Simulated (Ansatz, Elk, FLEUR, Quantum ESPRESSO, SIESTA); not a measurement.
**Code comparison for MnO (Fm-3m, 4 atoms in the cell)**

Self-consistent single point.

```yaml
crystal:
  lattice:
    - [4.39560, 2.19780, 2.19780]
    - [2.19780, 4.39560, 2.19780]
    - [2.19780, 2.19780, 4.39560]
  atoms:
    - { symbol: Mn, position: [0.00000, 0.00000, 0.00000], spin: 5.0 }
    - { symbol: Mn, position: [0.50000, 0.50000, 0.50000], spin: -5.0 }
    - { symbol: O, position: [0.25000, 0.25000, 0.25000] }
    - { symbol: O, position: [0.75000, 0.75000, 0.75000] }
```
(The spins are starting values, not results.)

Shared settings, as Ansatz (an electronic-structure program) writes them: kpoints.mp_grid.grid = 7 7 7; scf.occupations.method = fermi_dirac; scf.occupations.width = 0.01 eV. Potentials and cutoffs stand in the table.

| code | model | pressure (GPa) | gap on the mesh (eV) | cutoff |
|---|---|---|---|---|
| SIESTA | GGA PBEsol, numerical atomic orbitals DZP, PseudoDojo PBEsol standard norm-conserving potentials (rewritten from UPF to PSML) | -3.27 | 0.995 | grid 350 Ry |
| Elk | PBEsol, all-electron FP-LAPW, Elk's shipped species files, APW+lo basis with extra local orbitals | – | 0.833 | rgkmax 7.5 |
| Ansatz | PBEsol, PAW files made with PBE | -2.95 | 0.861 | default |
| Quantum ESPRESSO | PBEsol, SSSP 1.1.2 efficiency (PBE) pseudopotentials | -2.56 | 0.840 | 55 Ry |
| FLEUR | PBEsol, all-electron FLAPW (FLEUR), scalar-relativistic valence | – | 0.897 | Kmax 4.3 1/bohr |

A dash marks a value that a program does not give, or that is left out as unsure.

Gaps are read on the mesh.

On Ansatz's run: the magnetic order is the one reached from the typed start; others were not searched systematically.

The spread over the programs that give each value: pressure within 0.71 GPa; gap on the mesh within 0.162 eV.

SIESTA uses small atom-centred bases, whose incompleteness enters pressures, forces and empty levels differently from a plane-wave cutoff. Elk and FLEUR treat all electrons, but the usual bases taken here (sphere radii, linearisation, local orbitals, empty states) were not tested for convergence, so the values are no reference for the others. Ansatz's pressure is given at a fixed set of plane waves, as the other plane-wave codes print theirs; with its correction for the finite basis it is -2.46 GPa (the shift of 0.49 GPa shows how far the cutoff is from converged). In the gap, SIESTA (by 0.145) lies more than 0.12 eV from the median of the plane-wave programs.

The starting cell has typed, rounded lattice constants, without a prior relaxation at this level. Its lattice was rescaled by a random factor within 2.5 % of one.

Left out of this page: GPAW (failed or unconverged).

Keys are those of Ansatz 0.2.
